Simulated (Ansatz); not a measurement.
The reference is BeS in the zinc blende structure (space group F-43m, No. 216; a = 4.876 Å).

Level of theory: PBE (Ansatz, a quantum-chemistry and plane-wave program; PAW; 420 eV plane waves; scalar-relativistic without spin-orbit coupling).

Carriers are added at fixed cell with a uniform background; the Fermi–Dirac width is that of 300 K.

One change was made to it. Results:

| quantity | base | after |
|---|---|---|
| Fermi level relative to the doped band's edge (positive inside the band; to 0.05 eV) | – | +0.50 eV |
| gap between the host's bands | 3.15 eV | 3.11 eV |
| gap character | indirect, Γ → X | indirect, Γ → X |

Problem. What was done to the base?
A. electrons 2.0×10^22 cm⁻³
B. holes 2.0×10^22 cm⁻³
C. holes 5.0×10^20 cm⁻³
D. electrons 1.5×10^21 cm⁻³
E. holes 7.0×10^20 cm⁻³

Solution. D, electrons 1.5×10^21 cm⁻³. For comparison, the Fermi level from band edge in the other runs: holes 2.0×10^22 cm⁻³ gives +0.90 eV; holes 7.0×10^20 cm⁻³ gives +0.10 eV; electrons 2.0×10^22 cm⁻³ gives +2.00 eV; holes 5.0×10^20 cm⁻³ gives +0.10 eV.

Carriers are added with a uniform compensating background; total energy and stress of such cells depend on the potential's zero and are not compared; many-body gap narrowing is missing at this level. No phonon test of stability was made.
